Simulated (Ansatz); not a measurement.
Worked example: self-consistent single point of YSi (P6_3/mmc, 4 atoms in the cell) in Ansatz (an electronic-structure program).

Method of the run: PBE (plane waves, PAW; Ansatz).

```
YSi
1.0
    4.94699     0.00000     0.00000
   -2.47350     4.28422     0.00000
    0.00000     0.00000     6.89489
Y Si
2 2
Direct
  0.00000   0.00000   0.00000
  0.00000   0.00000   0.50000
  0.33333   0.66667   0.25000
  0.66667   0.33333   0.75000
```

Reference input (self-consistent single point, DFT, PBE, plane waves, default PAW files): basis.ecutwfc = 30.9 Ry; kpoints.mp_grid.grid = 6 6 4; hamiltonian.xc = pbe; hamiltonian.pseudopotentials = {kind: paw}, with the files named one by one; scf.occupations.method = cold; scf.occupations.width = 0.02 Ry. This run's input differs from it in these lines:

Ansatz 0.2 input:
```diff
@@ -11,3 +11,3 @@
 basis:
-  ecutwfc: 30.9 Ry
+  ecutwfc: 18.4 Ry
 kpoints:
```

Output (repeated stretches shortened):

```
SCF iter   1: F=—  HF=-8967.312737 eV  |F-HF|=—  |Δ(HF+E_count)|=         —  Δρ=3.41e-3  dr2=1.39e-2  ethr=1.77e-3  ⟨swp⟩=4.4  Hψ=1757  notcnv=0
all-band conjugate gradients solve this SCF's bands
preconditioner: auto → Kerker (q_TF=auto, 2.096 Å⁻¹)
SCF iter   2: F=—  HF=-8967.312663 eV  |F-HF|=—  |Δ(HF+E_count)|=   7.36e-5  S|Δr|=    0.00e0  Δρ=1.83e-3  dr2=4.06e-3  ethr=4.65e-5  ⟨swp⟩=2.0  Hψ=787  notcnv=0
   [... lines left out ...]
SCF iter   5: F=—  HF=-8967.313343 eV  |F-HF|=—  |Δ(HF+E_count)|=   2.10e-4  S|Δr|=    0.00e0  Δρ=3.75e-5  dr2=4.24e-6  ethr=1.17e-7  ⟨swp⟩=2.2  Hψ=551  notcnv=0
SCF iter   6: F=—  HF=-8967.313347 eV  |F-HF|=—  |Δ(HF+E_count)|=   4.23e-6  S|Δr|=    0.00e0  Δρ=9.90e-6  dr2=2.13e-7  ethr=1.41e-8  ⟨swp⟩=2.0  Hψ=548  notcnv=0
SCF iter   7: F=-8967.313348 eV  HF=-8967.313348 eV  |F-HF|=8.60e-9  |Δ(HF+E_count)|=   3.39e-7  S|Δr|=    0.00e0  Δρ=1.70e-6  dr2=4.56e-9  ethr=3.33e-10  ⟨swp⟩=5.1  Hψ=1617  notcnv=0
SCF 1 converged in 7 iterations: F = -8967.313348 eV  dr2 = 4.56e-9
Stability not checked (fill_not_monotonic)
Free energy (F): -8967.313348 eV
Internal energy: -8967.269313 eV  (E = F + TS)
E sigma→0 (E₀):  -8967.298670 eV
Entropy (-TS):   -0.044035 eV (-11.009 meV/atom)
Fermi energy:    4.595444 eV
--- Forces (eV/Å), atoms counted from 1 ---
  atom   1  Y      0.00000000     0.00000000    -0.00000000
   [... zero for the other atoms too ...]
--- Stress (GPa, compression-positive) ---
      -12.325266      -0.000000       0.000000
       -0.000000     -12.325266       0.000000
        0.000000       0.000000      -3.881685
  P = ⅓ Tr σ = -9.5107 GPa (-95.107 kbar)
  The stress holds the Pulay correction. Without it, at fixed plane waves, as pw.x and ABINIT print it: P = -11.1100 GPa
```

The run converged in 7 iterations. Against the reference run the free energy rises by 59.6 meV/atom and the pressure hardly changes (-9.52 to -9.51 GPa).

The starting cell was generated: these elements placed on a structure prototype, without a prior relaxation; it need not be a known phase or ordering of this composition. Ansatz's pressure includes its estimate of the finite-basis (Pulay) stress. Without the estimate this run gives -11.11 GPa. The cutoff lies below the one recommended for these files.
